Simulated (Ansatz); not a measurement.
The parent structure is Al in the fcc (Cu type) structure (space group Fm-3m, No. 225; a = 3.992 Å).

Computed with r2SCAN, PAW, 500 eV (Ansatz, a first-principles code; scalar-relativistic without spin-orbit coupling).

For the base:

```
Item                      Value
-------------------  ----------
Lattice parameter a  7.544 bohr
```

The change: Y takes the place of Al on all its sites, then cell and atoms are relaxed.

Q: Predict the new lattice parameter a.

A: The lattice parameter a grows by 2.097 bohr to 9.641 bohr.

Whether these cells are dynamically stable was not tested. All final runs are without spin polarisation. This is not the structure that Y has at room temperature and ambient pressure.
